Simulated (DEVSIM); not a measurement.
Device: Ni/SiO2/p-Ge capacitor, at 300 K.

| layer (left to right) | material | thickness (nm) | Na (cm⁻³) |
|---|---|---|---|
| 1 | SiO2 | 46.0 | - |
| 2 | Ge | 18000 | 1.1e15 |

Metal gate on the left, work function 5.1 eV. Fixed charge at the semiconductor interface -1.5e11 cm⁻² (in units of +e); no interface traps.

This is a model device: material constants are rounded textbook-type values typed into the input, and sizes, dopings and lifetimes were drawn at random. Values at 300 K.

| parameter | SiO2 | Ge |
|---|---|---|
| gap (eV) | 9 | 0.664 |
| affinity (eV) | 0.9 | 4 |
| permittivity | 3.9 | 16 |
| Nc (cm⁻³) | - | 1.04e19 |
| Nv (cm⁻³) | - | 6e18 |

Model (solved in DEVSIM): 1D Poisson equation in equilibrium, Boltzmann statistics, complete ionisation; no quantum confinement or tunnelling. Metal contacts follow the ideal Schottky-Mott rule: no Fermi-level pinning, no interface dipoles.

**Question.** Tabulate band edges, carrier densities and field at 0.25 V on the gate.

**Answer.** Energies count from the Fermi level of the right contact; mesh points crowd at the junctions.

```tsv
x (μm)	Ec (eV)	Ev (eV)	n (cm⁻³)	p (cm⁻³)	field (V/cm)
0.000	3.950	-5.050	< 1e2	< 1e2	-60000
0.002093	3.937	-5.063	< 1e2	< 1e2	-60000
0.007765	3.903	-5.097	< 1e2	< 1e2	-60000
0.02300	3.812	-5.189	< 1e2	< 1e2	-60000
0.04095	3.703	-5.297	< 1e2	< 1e2	-60000
0.04491	3.679	-5.321	< 1e2	< 1e2	-60000
0.04652	0.571	-0.093	2.6e9	1.7e17	-31000
0.05183	0.557	-0.107	4.5e9	9.7e16	-23000
0.06484	0.534	-0.130	1.1e10	3.9e16	-14000
0.1021	0.499	-0.165	4.2e10	1.0e16	-6300
0.2085	0.464	-0.200	1.7e11	2.6e15	-1800
0.7242	0.442	-0.222	3.9e11	1.1e15	-37
1.988	0.442	-0.222	4.0e11	1.1e15	≈ 0
5.602	0.442	-0.222	4.0e11	1.1e15	≈ 0
14.32	0.442	-0.222	4.0e11	1.1e15	≈ 0
16.74	0.442	-0.222	4.0e11	1.1e15	≈ 0
17.61	0.442	-0.222	4.0e11	1.1e15	≈ 0
17.89	0.442	-0.222	4.0e11	1.1e15	≈ 0
18.01	0.442	-0.222	4.0e11	1.1e15	≈ 0
18.03	0.442	-0.222	4.0e11	1.1e15	≈ 0
18.04	0.442	-0.222	4.0e11	1.1e15	≈ 0
18.05	0.442	-0.222	4.0e11	1.1e15	≈ 0
```
